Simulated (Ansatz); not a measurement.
CsCl-type CoGa, treated with RPBE in Ansatz (plane waves, PAW).

Numerical settings: plane-wave cutoff 520 eV, 22×22×22 k mesh, Fermi–Dirac smearing 0.034 eV (set by the program), no spin polarisation, scalar-relativistic PAW data made under PBE.

Computed at the level's own relaxed cell.

```yaml
crystal:
  lattice:
    - [2.90661, 0.00000, 0.00000]
    - [0.00000, 2.90661, 0.00000]
    - [0.00000, 0.00000, 2.90661]
  atoms:
    - { symbol: Ga, position: [0.50000, 0.50000, 0.50000] }
    - { symbol: Co, position: [0.00000, 0.00000, 0.00000] }
```

Q: Give the elastic tensor (Voigt notation, GPa, ions relaxed, in the Cartesian axes of the cell as printed).

A: 
```
  203.6   142.5   142.5     0.0     0.0     0.0
  142.5   203.6   142.5     0.0     0.0     0.0
  142.5   142.5   203.6     0.0     0.0     0.0
    0.0     0.0     0.0    99.2     0.0     0.0
    0.0     0.0     0.0     0.0    99.2     0.0
    0.0     0.0     0.0     0.0     0.0    99.2
```

Ansatz is an electronic-structure program.
